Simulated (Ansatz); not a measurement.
Response to strain in AlN

Consider AlN in the wurtzite structure (space group P6_3mc, No. 186; a = 3.0888 Å, c = 4.9433 Å). Axes: x lies along a and z along c of the hexagonal cell.

Strains are applied to the cell and any free atomic positions relax.

The values are results of DFT with LDA, PAW potentials and a 420 eV plane-wave cutoff in Ansatz (an electronic-structure program), no SOC, not measurements.

Notes on the quantities. energy relative to the base: free energy F.

```tsv
change	energy relative to the base	volume per atom	width of the top valence band	electron mass
base	0 meV/atom	10.21 Å³	2.44 eV	0.32 mₑ (at Γ)
uniaxial strain ε_zz = −3.00 %	+10 meV/atom	9.90 Å³	2.67 eV	0.33 mₑ (at Γ)
uniaxial strain ε_zz = −2.40 %	+6.7 meV/atom	9.97 Å³	2.62 eV	0.33 mₑ (at Γ)
uniaxial strain ε_zz = −1.80 %	___	10.03 Å³	___	0.32 mₑ (at Γ)
uniaxial strain ε_zz = −1.20 %	+1.7 meV/atom	10.09 Å³	2.53 eV	0.32 mₑ (at Γ)
uniaxial strain ε_zz = −0.60 %	+0.4 meV/atom	10.15 Å³	2.48 eV	0.32 mₑ (at Γ)
```

### Question
Fill in the withheld entries from the trend.

### Answer

- uniaxial strain ε_zz = −1.80 %, energy relative to the base: +3.8 meV/atom
- uniaxial strain ε_zz = −1.80 %, width of the top valence band: 2.58 eV

The levels and masses belong to the bands next to the band gap. Masses are band curvatures over ±0.01 Å⁻¹ around the edge. No phonon test of stability was made.
